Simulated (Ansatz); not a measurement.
Start from Ru in the hcp (Mg type) structure (space group P6_3/mmc, No. 194; a = 2.691 Å, c = 4.249 Å; relaxed with 0.1 eV smearing).

Computed with PBEsol (Ansatz, a quantum-chemistry and plane-wave program, PAW, no spin-orbit coupling).

Strains are applied to the cell and any free atomic positions relax.

One change was made to it. Results:

```tsv
quantity	base	after
energy relative to the base (free energy F)	0 meV/atom	+104 meV/atom
pressure (mean of the normal stresses, compression positive)	0.0 GPa	-24.8 GPa
```

Which of these changes matches the shifts?
(A) isotropic strain −0.50 %
(B) isotropic strain +2.00 %
(C) isotropic strain +3.00 %

C, isotropic strain +3.00 %. For comparison, the energy relative to the base in the other runs: isotropic strain −0.50 % gives +3.3 meV/atom; isotropic strain +2.00 % gives +48 meV/atom.

Stability against distortions was not tested. All final runs are without spin polarisation.
